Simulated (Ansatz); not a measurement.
Take Na in the bcc (W type) structure (space group Im-3m, No. 229; a = 4.1735 Å; relaxed with 0.1 eV smearing) as the base. Axes: x, y, z lie along the cube axes.

The values are results of Ansatz (a first-principles code) PBEsol, without spin-orbit coupling, not measurements.

Base values:

The volume per atom is 36.35 Å³.

The change: tensile biaxial strain of 2.50 % in the plane normal to [001], as in epitaxy on a mismatched substrate; the out-of-plane cell vector and the atoms relax.

Estimate the effect on the volume per atom.

The volume per atom increases by 0.457 Å³ (36.35 Å³ → 36.80 Å³).

Whether these cells are dynamically stable was not tested.
